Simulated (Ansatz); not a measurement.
TiS2 (C2/m, No. 12, 6 atoms in the cell; start mp-1077263; a measured phase of this formula has another space group), treated with PBE0 (Ansatz, a first-principles code, PAW).

Numerical settings: plane-wave cutoff 460 eV, 8×8×2 k mesh (along the axes of the cell as run), Fermi–Dirac smearing 0.01 eV, no spin polarisation, scalar-relativistic PAW data made under PBE.

Cell (relaxed at this level):

TiS₂ has the monoclinic space group C2/m (No. 12), Pearson symbol mS12. Lattice parameters: a = 5.907 Å, b = 3.410 Å, c = 17.833 Å, α = 90.00°, β = 97.13°, γ = 90.00°. Ti on 4i is surrounded by 6 S at 2.413 Å (octahedral). S1 on 4i is surrounded by 3 Ti at 2.414 Å (trigonal pyramidal). S2 on 4i sees 3 Ti at 2.413 Å (trigonal pyramidal). (Neighbours: up to the widest gap in distance over summed covalent radii, below 1.35, at either atom; cation-cation and far metal-metal contacts left out.)
(The calculation used a cell of 6 atoms; values per cell refer to that cell.)

**Question.** Give the computed band gap and smallest direct gap on the k points sampled.

**Answer.** 
* **band gap**: 1.41 eV (on the SCF k mesh) (indirect)
* **smallest direct gap on the k points sampled**: 1.78 eV

Note: the relaxation could not lower the start's symmetry, so the cell can be a saddle point above a distorted one; the cell has widely spaced layers and the level no dispersion term, so their spacing and the moduli can rest on weak binding.

Cost on a shared machine: about 100 core-minutes (a rough figure).

A start named mp-… is a Materials Project structure, which need not be a measured phase.
